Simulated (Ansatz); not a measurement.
Take CsSnI$_{3}$ in the cubic perovskite structure (space group Pm-3m, No. 221) as the base.

```xyz
5
Lattice="6.2251 0.0000 0.0000 0.0000 6.2251 0.0000 0.0000 0.0000 6.2251" Properties=species:S:1:pos:R:3 pbc="T T T"
Cs     0.0000     0.0000     0.0000
Sn     3.1126     3.1126     3.1126
I      0.0000     3.1126     3.1126
I      3.1126     3.1126     0.0000
I      3.1126     0.0000     3.1126
```

Calculations: r2SCAN/PAW in Ansatz (a program for electronic structure), no spin-orbit coupling, earlier PAW set.

Before the change:

* **Electron mass**: 0.032, 0.78, 0.78 mₑ (at R)
* **Shortest interatomic distance**: 3.113 Å
* **Band gap**: 0.46 eV
* **Hole mass**: 0.042 mₑ (at R)

It is then changed as follows: a negative pressure, −2 GPa.

Question: How does this affect the electron mass, shortest interatomic distance, band gap and hole mass?

Answer: The electron mass (degenerate bands, along [100]) becomes 0.067, 0.97, 0.97 mₑ (at R) (base: 0.032, 0.78, 0.78 mₑ (at R)); the shortest interatomic distance rises by 0.1815 Å (3.113 Å → 3.294 Å); the band gap rises by 0.674 eV, from 0.46 eV to 1.14 eV; the hole mass changes from 0.042 mₑ (at R) to 0.12 mₑ (at R).

Spin-orbit coupling, missing from the scalar runs, can matter with I. Load acts through the strain it causes; cell and atoms are relaxed under it. Effective masses come from finite differences of ±0.01 Å⁻¹. No phonon test of stability was made. Many cubic perovskites are stable only at high temperature; tilts and polar distortions were not tested.
